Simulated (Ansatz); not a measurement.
Input and output of a self-consistent single point for Pt (Fm-3m, 1 atom in the cell) (Ansatz, an electronic-structure program).

Method: PBEsol, default PAW files made with PBE (plane waves; Ansatz).

The change in words: lattice scaled by 0.98; basis.ecutwfc: 420 eV → 190 eV. Reference geometry:
```yaml
crystal:
  lattice:
    - [0.00000, 1.95412, 1.95412]
    - [1.95412, 0.00000, 1.95412]
    - [1.95412, 1.95412, 0.00000]
  atoms:
    - { symbol: Pt, position: [0.00000, 0.00000, 0.00000] }
```

Reference input (self-consistent single point, DFT, PBEsol, plane waves, default PAW files made with PBE): basis.ecutwfc = 420 eV; kpoints.mp_grid.grid = 14 14 14; hamiltonian.xc = pbesol; hamiltonian.pseudopotentials = {kind: paw} (the program's default PAW files); scf.occupations.method = gaussian; scf.occupations.width = 0.1 eV. This run's input differs from it in these lines:

Ansatz 0.2 input:
```diff
@@ -2,5 +2,5 @@
   lattice:
-    - [0.000000, 1.954120, 1.954120]
-    - [1.954120, 0.000000, 1.954120]
-    - [1.954120, 1.954120, 0.000000]
+    - [0.000000, 1.915038, 1.915038]
+    - [1.915038, 0.000000, 1.915038]
+    - [1.915038, 1.915038, 0.000000]
   atoms:
@@ -8,3 +8,3 @@
 basis:
-  ecutwfc: 420.0
+  ecutwfc: 190.0
 kpoints:
```

Output, abridged:

```
SCF iter   1: F=—  HF=-12370.407842 eV  |F-HF|=—  |Δ(HF+E_count)|=         —  Δρ=2.08e-1  dr2=3.44e0  ethr=1.77e-3  ⟨swp⟩=4.9  Hψ=6450  notcnv=0
all-band conjugate gradients solve this SCF's bands
preconditioner: auto → none
SCF iter   2: F=—  HF=-12369.193917 eV  |F-HF|=—  |Δ(HF+E_count)|=    1.21e0  Δρ=1.07e-1  dr2=7.55e-1  ethr=1.77e-3  ⟨swp⟩=2.0  Hψ=3429  notcnv=0  defer=2
SCF iter   3: F=—  HF=-12368.830948 eV  |F-HF|=—  |Δ(HF+E_count)|=   3.63e-1  Δρ=9.55e-3  dr2=4.79e-3  ethr=1.77e-3  ⟨swp⟩=2.0  Hψ=2700  notcnv=0  defer=2
SCF iter   4: F=—  HF=-12368.833986 eV  |F-HF|=—  |Δ(HF+E_count)|=   3.04e-3  Δρ=8.30e-4  dr2=7.42e-5  ethr=2.66e-5  ⟨swp⟩=2.0  Hψ=2216  notcnv=0  defer=2
SCF iter   5: F=—  HF=-12368.833981 eV  |F-HF|=—  |Δ(HF+E_count)|=   4.77e-6  Δρ=1.15e-4  dr2=1.66e-6  ethr=4.12e-7  ⟨swp⟩=2.2  Hψ=1857  notcnv=0  defer=2
SCF iter   6: F=-12368.833980 eV  HF=-12368.833980 eV  |F-HF|=1.04e-9  |Δ(HF+E_count)|=   5.96e-7  Δρ=4.66e-6  dr2=2.00e-9  ethr=5.56e-10  ⟨swp⟩=5.1  Hψ=5890  notcnv=0
SCF 1 converged in 6 iterations: F = -12368.833980 eV  dr2 = 2.00e-9
Free energy (F): -12368.833980 eV
Internal energy: -12368.823063 eV  (E = F + TS)
E sigma→0 (E₀):  -12368.828522 eV
Entropy (-TS):   -0.010917 eV (-10.917 meV/atom)
Fermi energy:    25.192919 eV
--- Forces (eV/Å), atoms counted from 1 ---
  atom   1  Pt    -0.00000000     0.00000000    -0.00000000
--- Stress (GPa, compression-positive) ---
      -32.750297       0.000000      -0.000000
       -0.000000     -32.750297       0.000000
       -0.000000       0.000000     -32.750297
  P = ⅓ Tr σ = -32.7503 GPa (-327.503 kbar)
  The stress holds the Pulay correction. Without it, at fixed plane waves, as pw.x and ABINIT print it: P = -722.3016 GPa
```

The run converged in 6 iterations. Against the reference run the free energy goes up by 15.0 eV/atom and the pressure goes from 2.09 to -32.75 GPa.

The starting cell has typed, rounded lattice constants, without a prior relaxation at this level. Its lattice was rescaled by up to half a per cent. For this run, on top of that: lattice scaled by 0.98. Spin polarisation is off. Ansatz's pressure includes its estimate of the finite-basis (Pulay) stress. Without the estimate this run gives -722.30 GPa. The cutoff lies below the one recommended for these files.
